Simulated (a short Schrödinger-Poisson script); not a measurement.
Stack: gated In0.52Al0.48As/In0.53Ga0.47As δ-doped gas in a quantum well, at 300 K.

```csv
layer,material,thickness (nm),Na (cm⁻³)
1,In0.52Al0.48As,8,-
2,In0.52Al0.48As,40,-
3,In0.53Ga0.47As,15,-
4,In0.52Al0.48As,4000,3e14
```

The device is made up for the run: typed textbook-type constants, with dimensions and the other settings drawn at random. In0.52Al0.48As: permittivity 12.5, conduction-band edge (eV) 0.52, gap (eV) 1.45, electron mass (mₑ) 0.075, Nv at 300 K (cm⁻³) 1.1e19. In0.53Ga0.47As: permittivity 13.9, conduction-band edge (eV) 0, gap (eV) 0.74, Nv at 300 K (cm⁻³) 7.7e18.

Channel valleys (confinement mass, in-plane density-of-states mass, number): Γ 0.041, 0.041, 1. At the gate the conduction-band edge of layer 1 lies 0.65 eV − eVg above the Fermi level of the channel; the field vanishes at the back. Sheet of ionised δ-doping: +2e12 e/cm² at 8 nm from the gate. The barrier under the gate holds no holes. Gaps are held at their typed values at every temperature. Mesh 0.08 nm at interfaces.

Solved with a short Schrödinger-Poisson script written for these runs: 1D Poisson equation in equilibrium, electrons quantum, Hartree plus LDA exchange-correlation (BenDaniel-Duke, 40 states a valley, the channel's in-plane mass for all, wave functions free to enter the barrier), parabolic valleys, classical holes, full ionisation, no traps, pinning or gate leakage.

List the lowest subbands of each valley and their electrons at Vg = 0.4 V.


```csv
valley,subband,energy from the Fermi level (meV),electrons (cm⁻²),share (%)
Γ,0,-20.4,5.16e11,91.9
Γ,1,59.5,4.22e10,7.5
Γ,2,131.9,2.69e9,0.5
```

All electrons: 5.61e11 cm⁻².
